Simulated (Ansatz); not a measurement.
Base system: YSi in the rock salt structure (space group Fm-3m, No. 225; a = 5.815 Å; a hypothetical phase, not in the database extracts checked).

Structures relaxed with PBE/PAW in Ansatz (a program for electronic structure), without spin-orbit coupling, earlier PAW set.

Base:

Simulated powder pattern, Cu Kα1, λ = 1.54056 Å (kinematic, ideal powder, no thermal factors, no anomalous dispersion; the 8 strongest lines at most, above 2 %, up to 2θ = 90°):

```
2θ (°)  I/Imax (%)    hkl
------  ----------  -----
26.53           50  (111)
30.72          100  (200)
44.01           73  (220)
52.12           24  (311)
54.63           25  (222)
63.99           12  (400)
72.65           32  (420)
80.92           24  (422)
```

Modification: full substitution Y → Ti; the structure is relaxed again.

**Question.** Predict the new powder pattern.

**Answer.** 
Simulated powder pattern, Cu Kα1, λ = 1.54056 Å (kinematic, ideal powder, no thermal factors, no anomalous dispersion; the 8 strongest lines at most, above 2 %, up to 2θ = 90°):

```json
[
 {"2θ (°)": "30.37", "I/Imax (%)": "12", "hkl": "(111)"},
 {"2θ (°)": "35.21", "I/Imax (%)": "100", "hkl": "(200)"},
 {"2θ (°)": "50.65", "I/Imax (%)": "66", "hkl": "(220)"},
 {"2θ (°)": "60.21", "I/Imax (%)": "3.8", "hkl": "(311)"},
 {"2θ (°)": "63.19", "I/Imax (%)": "21", "hkl": "(222)"},
 {"2θ (°)": "74.45", "I/Imax (%)": "9.6", "hkl": "(400)"},
 {"2θ (°)": "85.12", "I/Imax (%)": "27", "hkl": "(420)"}
]
```

The indices refer to each structure's own conventional cell; one index is shown for lines that coincide.

No phonon test of stability was made. As relaxed here, TiSi is a hypothetical phase, not in the database extracts checked. The final runs are not spin-polarised. An odd electron count without spin: YSi. YSi has a high density of states at the Fermi level and may be magnetic at this level.
